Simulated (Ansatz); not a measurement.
Cost and result by functional for the adsorption energy of N on the 1x1 (110) surface of bcc Mo, one in a 2x2 cell, started at the site 'bridge Mo-Mo (span 3.2 Å)', in Ansatz (plane waves, PAW). Single points on the PBE structure, on one kind of machine; costs are rough ratios of the slab run's core time (references not counted) to the cheapest single point. r2SCAN's cost holds its higher cutoff (500 against 420 eV). Differences are taken against r2SCAN for comparison alone: no measured value is at hand, so the table doesn't rank accuracy.

Set-up: 17 atoms, 6.5 Å thick at the start under the adsorbate (thin: gaps and levels are the slab's own); mesh 6x6x1; 0.1 eV smearing; dipole correction on; 8 atoms held, the rest relaxed; symmetry of the start imposed; no spin, no spin-orbit, no U, no dispersion correction. At the end it is bonded to 4 Mo. In PBE it is, or lies within 0.03 eV of, the lowest of the starts that converged. These notes are the PBE run's. Adsorption energies are against ½ N2(g). A negative adsorption energy means that the adsorbate is more stable on the surface than in its reference.

```tsv
functional	relative cost	adsorption energy (eV)	less r2SCAN (eV)
RPBE	1	-1.53	0.50
r2SCAN	2	-2.03	0.00
PBE (the relaxed run's value)	–	-1.77	0.26
```

The values span 0.50 eV, while the single points' costs differ by a factor of roughly 2. Differences are of unrounded values.

Ansatz is a program for electronic structure.
